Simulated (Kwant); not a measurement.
Device: wire with an abrupt hard-wall neck in a Ge (holes) two-dimensional gas. Effective mass 0.06 mₑ, grid spacing 3 nm, hard walls, nominal width 60 nm (19 grid rows, so walls 60 nm apart), one parabolic valley, scattering region 180 nm long along x; energies count from the band bottom; Fermi energy swept from 0.00087044 to 0.06526 eV. Central neck 35 nm wide and 57 nm long.

Constants are typed, rounded textbook-type inputs, not results; the design itself was drawn at random and stands for no fabricated device.

Model: effective-mass tight-binding model on a square grid, one spin, coherent transport at 0 K (Kwant). Conductance is in e²/h.

Task: How many channels do the leads carry at E = 29.8, 48.5, 54.1 meV?

Result: The hard-wall thresholds are n² ħ²π²/(2mW²) = n² × 1.74 meV with W = 60 nm. √(29.8/1.74) = 4.14, so 4. √(48.5/1.74) = 5.28, so 5. √(54.1/1.74) = 5.57, so 5.
